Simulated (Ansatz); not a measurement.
Take GaN in the zinc blende structure (space group F-43m, No. 216; a = 4.4981 Å) as the base.

One thing is altered: Al replaces 25.0 % of the Ga, ordered in a cell of 8 atoms (starting symmetry R3m) and fully relaxed.

The other end (x = 1) is AlN in the zinc blende structure (space group F-43m, No. 216): 10.49 Å³/atom, gap 3.19 eV; this end may not be an ambient phase.

Levels (all Ansatz, a quantum-chemistry and plane-wave program, PAW): PBEsol (420 eV, no SOC); PBEsol+SOC (420 eV, with spin-orbit coupling).

The geometry is relaxed with PBEsol.

* **PBEsol valence-band top at Γ**: 0.00, 0.00, -0.11 eV
* **PBEsol gap character**: direct at Γ
* **PBEsol pressure**: 0.00 GPa
* **PBEsol band gap**: 2.10 eV

### Question
What does PBEsol+SOC give at this geometry for the valence-band top at Γ, gap character, pressure and band gap?

### Answer
The valence-band top at Γ (three highest Kramers pairs, from the VBM) goes from 0.00, 0.00, -0.11 eV to 0.00, -0.01, -0.11 eV; the gap character (in this cell's own zone, which can be folded) remains direct at Γ; the pressure is nearly the same (0.00 GPa against -0.01 GPa); the band gap stays 2.10 eV.

Single points use the geometry relaxed with PBEsol. The spin-orbit shifts are approximate. These are small ordered cells, not random alloys; other orderings at the same x differ. Whether these cells are dynamically stable was not tested. This is not the structure that GaN has at room temperature and ambient pressure. This is not the structure that AlN has at room temperature and ambient pressure. Labels are those of the standard path for the cell's own space group.
